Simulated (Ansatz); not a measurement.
Consider a periodic stack without vacuum, fluorite-type NiSi2 (0 0 1) on ceria (0 0 1) (film strained to the substrate, started from cuts of the bulks and a machine-learned relaxation; slabs Ce5O12 and Ni4Si8, which can lie off the formulas): substrate slab Ce5O12, film Ni4Si8, surface cells [[1, 0], [1, 1]] and [[1, 0], [1, 1]], film strained by +0.4 and +0.4 %, outermost planes O/O and Si/Ni as cut, which need not be the usual terminations and can put a slab off its formula. Its start:

```
Ce5Ni4O12Si8
1.0
    3.86398     0.00000     0.01804
    0.00000     3.86398    -0.03674
   -0.51569     0.06220    25.77205
Ce O Ni Si
5 12 4 8
Cartesian
  0.23159   3.82800   4.56856
  2.23669   1.90014   1.86205
  0.20346   3.88465  10.00682
  2.13208   1.91230   7.31813
  2.15525   2.01263  12.72940
  2.18551   3.83017   3.28137
  0.27969   1.89611   3.00076
  0.57585   1.90818  -0.05410
  2.47472   3.83951   0.59338
  2.12861   3.85433   8.69712
  0.19531   1.92392   8.64166
  0.20376   1.90200   5.84554
  2.13699   3.83277   5.97926
  2.18249   4.00461  14.11681
  0.23625   1.98230  14.15628
  0.21243   1.98076  11.40776
  2.13929   3.91802  11.41689
  0.62815  -0.02421  19.93967
  2.48529   1.64359  17.32733
 -0.03014   0.03645  25.28599
  2.53648   1.97738  22.50600
  2.53556  -0.19901  18.60129
  0.58305   1.87275  18.63202
  0.27003   2.37879  15.73692
  2.19947  -0.02631  15.77245
  1.98634   0.04961  23.82911
  0.39858   1.97799  24.00973
  0.54430   1.91782  21.19213
  2.49294   0.03031  21.28509
```

The start was prepared with a machine-learned potential, and the result is one local minimum, with the in-plane cell held and forces under 0.04 eV/Å; the film can end far from its bulk form.

All values below come from PBE (plane waves to 420 eV, PAW; Ansatz, a first-principles code). No spin–orbit coupling; the runs are not spin-polarised; PBE gaps are too small against experiment; cerium has no Hubbard term. Its k-point mesh 8×8×1, Fermi–Dirac width 0.05 eV.

### Question
Predict the relaxed interface.

### Answer
| Quantity | Result |
|---|---|
| interface area | 14.9 Å² |
| period | 25.32 Å |
| heights between the nearest atoms of the two slabs at the two interfaces | 1.60 and 0.81 Å |
| Ce–Ni contacts across the interfaces within 1.22 times the sum of covalent radii | 4, mean 3.61 Å |
| Ce–Si contacts across the interfaces within 1.22 times the sum of covalent radii | 4, mean 3.62 Å |
| O–Si contacts across the interfaces within 1.22 times the sum of covalent radii | 4, mean 1.74 Å |
| Ni–O contacts across the interfaces within 1.22 times the sum of covalent radii | 4, mean 2.10 Å |
